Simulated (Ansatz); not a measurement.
# wurtzite GaN (P6_3mc): a fit under hydrostatic pressure (both signs)

Cell and atoms relaxed with PBEsol to each stress σ (compression positive); gaps by PBEsol with spin-orbit coupling, rigid bands (plane waves, PAW; Ansatz, a quantum-chemistry and plane-wave program). Unloaded cell: a = 3.183 Å, b = 3.183 Å, c = 5.185 Å, α = 90.00°, β = 90.00°, γ = 120.00°.

```json
[
 {"σ (GPa)": "0", "ln(V/V₀) (%)": "0", "gap (eV)": "1.875"},
 {"σ (GPa)": "-2.00", "ln(V/V₀) (%)": "1.09", "gap (eV)": "1.802"},
 {"σ (GPa)": "2.00", "ln(V/V₀) (%)": "-1.04", "gap (eV)": "1.942"},
 {"σ (GPa)": "10.00", "ln(V/V₀) (%)": "-4.78", "gap (eV)": "2.188"}
]
```

Fit E_g = 1.875 eV + aσ + bσ² and ε = cσ + dσ² to the loaded rows by least squares.

a = 0.0351 eV/GPa, b = -3.86e-04 eV/GPa²; c = -0.533 %/GPa, d = 0.00548 %/GPa².

One run was withheld, at σ = 5.00 GPa. Predict its gap and its ln(V/V₀), then set them beside the run.

E_g = 1.875 + (0.0351)(5.00) + (-3.86e-04)(5.00)² = 2.041 eV and ε = (-0.533)(5.00) + (0.00548)(5.00)² = -2.53 %. The run gave 2.039 eV and -2.51 %, misses of 0.002 eV and 0.02 percentage points.

Gaps are resolved to about 0.01 eV; third decimals are kept for the arithmetic. Every relaxation keeps the wurtzite phase (space group P6_3mc under this load), so a transition, a distortion that breaks the symmetry or fracture can't show.
